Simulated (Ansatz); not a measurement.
Cubic perovskite EuTiO3, treated with PBEsol in Ansatz (PAW).

Run with plane-wave cutoff 520 eV, 14×14×14 k mesh, Fermi–Dirac smearing 0.05 eV, spin-polarised with parallel moments, scalar-relativistic PAW data made under PBE.

Equation-of-state points:

| V (Å³/atom) | E − E_lowest (meV/atom) | P (GPa) |
|---|---|---|
| 10.960 | 28.29 | 13.69 |
| 11.193 | 12.12 | 8.63 |
| 11.426 | 2.92 | 4.08 |
| 11.660 | 0.00 | 0.00 |
| 11.893 | 2.71 | -3.66 |
| 12.126 | 10.47 | -6.95 |
| 12.359 | 22.77 | -9.90 |

Task: What bulk modulus B0 and pressure derivative B′ does a third-order Birch–Murnaghan fit give?

Result: V0 = 11.660 Å³/atom, B0 = 193 GPa, B′ = 4.4 (fit to the energies at full precision).

Note: the magnetic order was assumed, not searched for or taken from measurement; the 4f shell is treated without U or exact exchange, so its levels and filling can be wrong; functionals without U or exact exchange can leave correlated insulators metallic, so the missing gap need not be real.

Spin–orbit coupling is not included; it can open a gap where bands touch, and shift volumes and moduli.

Cost on a shared machine: about 9 core-minutes (a rough figure).

Ansatz is an electronic-structure program.
